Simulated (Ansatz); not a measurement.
**Zone-centre phonon calculation of TaRu (Pm-3m, 2 atoms in the cell) at several settings**

```
CELL_PARAMETERS angstrom
      3.17884     0.00000     0.00000
      0.00000     3.17884     0.00000
      0.00000     0.00000     3.17884
ATOMIC_POSITIONS crystal
  Ta 0.50000 0.50000 0.50000
  Ru 0.00000 0.00000 0.00000
```

Base: Ansatz (a first-principles code) with PBEsol, default PAW files made with PBE. Its settings: basis.ecutwfc = 420 eV; kpoints.mp_grid.grid = 10 10 10; hamiltonian.xc = pbesol; hamiltonian.pseudopotentials = {kind: paw} (the program's default PAW files); scf.occupations.method = methfessel_paxton; scf.occupations.width = 0.1 eV. Starting volume 16.06 Å³ per atom.

Each line gives the change from the base single point and the result:

- kpoints.mp_grid.grid: 10 10 10 → 6 6 6; hamiltonian.xc: pbesol → lda; phonons.method: default → dfpt [DFT, LDA (PW92), plane waves, default PAW files made with PBE]: zone-centre frequencies (cm⁻¹; negative means imaginary) 0, 0, 0, 135, 135, 135.
- hamiltonian.xc: pbesol → lda; phonons.method: default → dfpt [DFT, LDA (PW92), plane waves, default PAW files made with PBE]: zone-centre frequencies (cm⁻¹; negative means imaginary) 0, 0, 0, 123, 123, 123.
- hamiltonian.xc: pbesol → lda; scf.convergence.dr2_threshold: default (1e-07 eV) → 0.0001 eV; phonons.method: default → dfpt [DFT, LDA (PW92), plane waves, default PAW files made with PBE]: zone-centre frequencies (cm⁻¹; negative means imaginary) 0, 0, 0, 123, 123, 123.

The starting cell comes from a database of computed structures (which also holds hypothetical and non-ambient phases and stackings), without a prior relaxation at this level. Spin polarisation is off. In the base run, with a pressure of about -9 GPa the cell is away from its equilibrium volume at this level.

Frequencies and response belong to this unrelaxed cell, and polar modes hold no LO-TO splitting.

Keys are those of Ansatz 0.2.
